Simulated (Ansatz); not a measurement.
**1T (CdI2-type) FeI₂**

The numbers are results of r²SCAN+rVV10 (Ansatz, a program for electronic structure, plane waves, PAW), not measurements.

Settings: plane-wave cutoff 500 eV, 12×12×6 k mesh (along the axes of the cell as run), Fermi–Dirac smearing 0.05 eV, spin-polarised start, scalar-relativistic PAW data made under PBE.

Cell (relaxed at this level):

Space group P-3m1 (No. 164); a = b = 4.025 Å, c = 6.758 Å, α = β = 90.00°, γ = 120.00°

```csv
atom,site,symmetry,x,y,z
Fe,1a,-3m.,0.0000,0.0000,0.0000
I,2d,3m.,0.3333,0.6667,0.2386
```

For 1T (CdI2-type) FeI₂, the band gap comes out as 0.64 eV (on the SCF k mesh).

Note: the magnetic order was assumed, not searched for or taken from measurement; a magnet's gap depends somewhat on the PAW data.

Spin–orbit coupling is not included; with these elements it can move the gap by several tenths of an eV or more.

Static lattice: no zero-point or thermal effects.
